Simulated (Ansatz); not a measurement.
# How the bulk modulus of BP (model structure, Pm-3m, No. 221, 2 atoms in the cell) moves with the method

No measured value is used here.

```csv
level (code),value (GPa),cell (Å³/atom)
LDA (Ansatz),147,9.62
PBEsol (Ansatz),…,9.75
r²SCAN (Ansatz),122,9.98
```

Q: What belongs in the gaps?

A: 
- PBEsol (Ansatz, a quantum-chemistry and plane-wave program), value (GPa): 144

LDA, PBEsol, r²SCAN: the bulk modulus is −V dP/dV from two relaxed cells at ±2 % in volume. Each level is taken at its own relaxed cell. Cutoffs differ between the levels. Ansatz's density-functional and Hartree–Fock values are scalar-relativistic unless marked +SOC, with PAW data made under PBE.

A model structure was made by putting elements into a prototype or built by hand; it is no filed structure, need not be a known phase, and can be a saddle point held by its symmetry.
